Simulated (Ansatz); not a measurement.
We consider L1₂ (Cu3Au-type) Ni3Fe, described by PBE-D4 in Ansatz (PAW).

Run with plane-wave cutoff 520 eV, 16×16×16 k mesh, Fermi–Dirac smearing 0.05 eV, spin-polarised with parallel moments, scalar-relativistic PAW data made under PBE.

The volume scan:

```tsv
V (Å³/atom)	E − E_lowest (meV/atom)	P (GPa)
10.167	28.98	15.19
10.383	12.36	9.53
10.600	2.97	4.49
10.816	0.00	-0.01
11.032	2.77	-4.02
11.249	10.65	-7.59
11.465	23.07	-10.76
```

**Question.** Fit the third-order Birch–Murnaghan equation and give B0 and B′.

**Answer.** V0 = 10.816 Å³/atom, B0 = 212 GPa, B′ = 4.8 (fit to the energies at full precision).

Computed values are for the static lattice.

Ansatz is a quantum-chemistry and plane-wave program.
